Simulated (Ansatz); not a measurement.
The parent structure is Al in the fcc (Cu type) structure (space group Fm-3m, No. 225; relaxed with 0.1 eV smearing).

```xyz
1
Lattice="0.0000 1.9919 1.9919 1.9919 0.0000 1.9919 1.9919 1.9919 0.0000" Properties=species:S:1:pos:R:3 pbc="T T T"
Al     0.0000     0.0000     0.0000
```

Cartesian axes are those of the cell as printed.

All numbers come from DFT with LDA, PAW potentials and a 420 eV plane-wave cutoff in Ansatz (an electronic-structure program), no spin-orbit coupling.

One thing is altered: uniaxial strain ε_zz = +3.00 %, all other strain components held at zero, atoms relaxed at fixed cell.

Task: Predict the stress tensor and what it implies for the stiffness.

Result: Stress of the strained cell less that of the base (GPa, compression positive):
```
   -1.8     0.0     0.0
    0.0    -1.8     0.0
    0.0     0.0    -3.1
```

Then −Δσ_ii/ε with ε = 0.0300 gives secant stiffness values (nonlinear terms included at this strain): C33 ≈ 103 GPa, C13 ≈ 61 GPa and C23 ≈ 61 GPa.

As a check, the harmonic strain energy −½ V₀ Δσ:ε is 4.6 meV/atom; the computed energy rise is 4.7 meV/atom.

No phonon test of stability was made.
